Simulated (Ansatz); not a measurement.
# What tensor shear ε_xy = +0.67 % does to CsPbBr3

Consider CsPbBr$_{3}$ in the cubic perovskite structure (space group Pm-3m, No. 221; a = 5.872 Å). Axes: x, y, z lie along the cube axes.

Perturbation: a pure shear with ε_xy = ε_yx = 0.0067, atoms relaxed at fixed cell.

All numbers come from Kohn–Sham DFT with the PBEsol functional, run in Ansatz (a program for electronic structure) with PAW and 420 eV plane waves, no spin-orbit coupling. Settings: 6×6×6 k-points, 0.05 eV Fermi–Dirac smearing.

```csv
quantity,base,changed,shift
volume per atom,40.50 Å³,40.49 Å³,-0.002 Å³
shortest interatomic distance,2.936 Å,2.936 Å,0.000 Å
energy relative to the base (free energy F),0 meV/atom,+0.1 meV/atom,+0.1 meV/atom
"pressure (mean of the normal stresses, compression positive)",0.0 kbar,0.0 kbar,0.0 kbar
band gap,1.43 eV,1.41 eV,-0.02 eV
gap character,–,direct at T,–
hole mass,0.13 mₑ (at R),0.13 mₑ (at R),–
"valley order (the lowest conduction-band minima on the path, energy above the VBM, named in the base's zone)",R along ⟨111⟩ 1.43 eV; Γ 2.88 eV,R along [111] 1.41 eV; M along [101] 2.00 eV; Γ 2.88 eV,–
"stress (xx, yy, zz, yz, xz, xy; compression positive)",–,"(0.00, 0.00, 0.00, 0.00, 0.00, -0.05) GPa",–
```

Cost of the whole job for the changed cell (relaxation, final SCF and bands): roughly 80 core-seconds.

With Pb present, leaving out spin-orbit coupling can change the band edges. The cells carry an imposed strain or load. Effective masses come from finite differences of ±0.01 Å⁻¹. Whether these cells are dynamically stable was not tested. Many cubic perovskites are stable only at high temperature; tilts and polar distortions were not tested. This is not the structure that CsPbBr3 has at room temperature and ambient pressure. k-point labels follow each cell's own Brillouin zone.
